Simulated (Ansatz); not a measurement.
**Effort and miss along a sweep of basis.ecutwfc: Sb2O3 (Ia-3, 40 atoms in the cell)**

Cell: a = 8.9430 Å, b = 8.9430 Å, c = 8.9430 Å, α = 109.47°, β = 109.47°, γ = 109.47°.

Computed with PBEsol, default PAW files made with PBE (plane waves; Ansatz, a quantum-chemistry and plane-wave program).

Base settings: basis.ecutwfc = 420 eV; kpoints.mp_grid.grid = 3 3 3; hamiltonian.xc = pbesol; hamiltonian.pseudopotentials = {kind: paw} (the program's default PAW files); scf.occupations.method = fermi_dirac; scf.occupations.width = 0.136 eV.

Misses are taken against the tightest run, 840 eV, which need not be fully converged itself. The energy is the free energy per atom.

The count of work is k-points × plane waves × bands × iterations; it is no time, and leaves out set-up, grids and terms that scale otherwise. Core times come from one kind of shared machine and are given to one figure; runs under 30 s give none.

Ansatz's pressure holds its estimate of the finite-basis (Pulay) stress, which hides part of the cutoff error; the uncorrected pressure shows it.

The starting cell was generated: these elements placed on a structure prototype, without a prior relaxation; it need not be a known phase or ordering of this composition. Its lattice was rescaled by a random factor within 2.5 % of one. In the base run, with a pressure of about 24 GPa the cell is away from its equilibrium volume at this level. Ansatz's pressure includes its estimate of the finite-basis (Pulay) stress.

| basis.ecutwfc | energy less reference (meV/atom) | pressure less reference (GPa) | largest difference in the force on any atom (eV/Å) | uncorrected pressure less reference (GPa) | count of work / reference | core time / reference (rough) |
|---|---|---|---|---|---|---|
| 170 eV | 21689.86 | 57.39 | 1.232 | -976.62 | 0.10 | – |
| 210 eV | 5338.78 | 1.35 | 0.515 | -293.97 | 0.12 | – |
| 250 eV | 1468.62 | -4.46 | 0.204 | -93.33 | 0.16 | – |
| 295 eV | 365.51 | -1.29 | 0.049 | -27.34 | 0.21 | – |
| 335 eV | 101.47 | 0.03 | 0.024 | -8.79 | 0.25 | 0.4 |
| 380 eV | 21.49 | 0.03 | 0.006 | -2.18 | 0.30 | 0.4 |
| 420 eV | 5.20 | 0.01 | 0.002 | -0.58 | 0.35 | 0.4 |
| 485 eV | 0.89 | 0.01 | 0.000 | -0.01 | 0.44 | 0.5 |
| 545 eV | 0.63 | 0.01 | 0.000 | 0.00 | 0.52 | 0.8 |
| 630 eV | 0.31 | 0.00 | 0.000 | 0.00 | 0.65 | 0.7 |
| 735 eV | 0.19 | 0.00 | 0.000 | 0.01 | 0.82 | 0.9 |
| 840 eV | 0.00 | 0.00 | 0.000 | 0.00 | 1.0 | 1 |

Coarsest setting among those run that, with all tighter ones, holds the energy within 1 meV/atom of the reference: 485 eV, off by 0.89 meV/atom; its saving against the reference is no more than about a factor of 2 in time.

Coarsest setting among those run that, with all tighter ones, holds the energy within 0.5 meV/atom of the reference: 630 eV, off by 0.31 meV/atom; its saving against the reference is no more than about a factor of 2 in the count of work.

The step from 335 eV to 735 eV: it takes the miss in the energy from 100 to 0.19 meV/atom, for 3.2 times the count of work and roughly 2 times the time.

Keys are those of Ansatz 0.2.
